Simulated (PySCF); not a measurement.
PySCF 2.14.0, unrestricted BP86/def2-svp, df: Mn(OH)(k2OAc) (CC1[O][Mn]([OH])<-[O]=1), charge 0, multiplicity 6, 10 atoms. The geometry is a generated start, not checked to be a minimum at this level.

- task: energy
- method: bp86
- basis: def2-svp
- two-electron scheme: density fitting
- mol.max_memory: 16000 MB
- mf.max_cycle: 100
- mf.DIIS: CDIIS (default)
- mf.diis_space: 8 (default)
- mf.conv_tol: 1e-09 (default)
- mf.grids.level: 3 (default)
- basis functions: 121
- grid points: 130624

It runs on a single node (Arm Neoverse V2, 96 cores on 1 socket, no SMT, 1 L3 cache group).

Times are wall-clock medians of two to five runs, from launch to exit, with nothing else on the machine. Unless noted, each process is bound to its own block of adjacent cores. The build: PyPI wheel: OpenMP (GNU), a bundled serial OpenBLAS 0.3.3 under its C layer, NumPy's threaded OpenBLAS held to generic ARMv8 kernels, libcint, Libxc; another build can shift the numbers. Scratch files lie in a memory file system.

All on 16 threads, 1 BLAS thread. The settings tried:
- mf.init_guess = huckel
- mf.init_guess = 1e
- mf.init_guess = sap
- mf.init_guess = minao (default)
- mf.init_guess = atom

**Question.** Which of them ends in the fewest Fock builds (products with the orbital Hessian counted alike), and which in the least time?

**Answer.** Fewest Fock builds (products with the orbital Hessian counted alike): mf.init_guess = sap (30). Shortest time: mf.init_guess = sap, 6.6 s. All converged.

```tsv
setting	Fock builds (products with the orbital Hessian counted alike)	SCF cycles	wall time
mf.init_guess = sap	30	28	6.6 s
mf.init_guess = atom	37	35	8.1 s
mf.init_guess = huckel	57	55	12 s
mf.init_guess = 1e	78	76	16 s
mf.init_guess = minao (default)	98	96	21 s
```

15 planned settings were not run, for want of time.
